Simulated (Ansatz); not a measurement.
# Ag under a change: biaxial strain −0.42 %, plane normal [111], relaxed out of plane

Consider Ag in the fcc (Cu type) structure (space group Fm-3m, No. 225; a = 4.054 Å; relaxed with 0.1 eV smearing). Axes: x, y, z lie along the cube axes.

The change: compressive biaxial strain of 0.42 % in the plane normal to [111], as in epitaxy on a mismatched substrate; the out-of-plane cell vector and the atoms relax.

All numbers come from plane-wave PAW DFT at the PBEsol level (Ansatz, a first-principles code, 420 eV), without spin-orbit coupling. k-mesh 28×28×28 (Γ-centred); smearing 0.1 eV (Fermi–Dirac).

The volume per atom falls by 0.08 Å³, from 16.65 Å³ to 16.57 Å³ and the space group becomes R-3m (No. 166) (base: Fm-3m (No. 225)). The shortest interatomic distance falls by 0.012 Å (2.866 Å → 2.854 Å) and the energy goes up by 0.4 meV/atom. The pressure (mean of the normal stresses, compression positive) goes from zero to 0.6 GPa and the band gap is still zero. The out-of-plane strain amounts to +0.36 % and the mean in-plane stress (compression positive) comes out as +0.9 GPa.

Final structure (turned so that z lies along the plane normal):

```xyz
1
Lattice="2.8544 0.0000 0.0000 1.4272 2.4720 0.0000 1.4272 -0.8240 2.3488" Properties=species:S:1:pos:R:3 pbc="T T T"
Ag     0.0000     0.0000     0.0000
```

Whether these cells are dynamically stable was not tested.
